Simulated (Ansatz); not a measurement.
# A computed series for KF: response to strain

Take KF in the rock salt structure (space group Fm-3m, No. 225; a = 5.3068 Å) as the base. Axes: x, y, z lie along the cube axes.

Strains are applied to the cell and any free atomic positions relax; under biaxial strain the out-of-plane vector relaxes too.

Calculations: Ansatz (a program for electronic structure) PBEsol, scalar-relativistic without spin-orbit coupling.

Candidates:
(a) biaxial strain −2.50 %, plane normal [001], relaxed out of plane
(b) biaxial strain −2.00 %, plane normal [001], relaxed out of plane
(c) biaxial strain −3.00 %, plane normal [001], relaxed out of plane

Question: Order them by out-of-plane strain, highest first.

Answer: (c) biaxial strain −3.00 %, plane normal [001], relaxed out of plane (+1.36 %), (a) biaxial strain −2.50 %, plane normal [001], relaxed out of plane (+1.13 %), (b) biaxial strain −2.00 %, plane normal [001], relaxed out of plane (+0.89 %)

Stability against distortions was not tested.
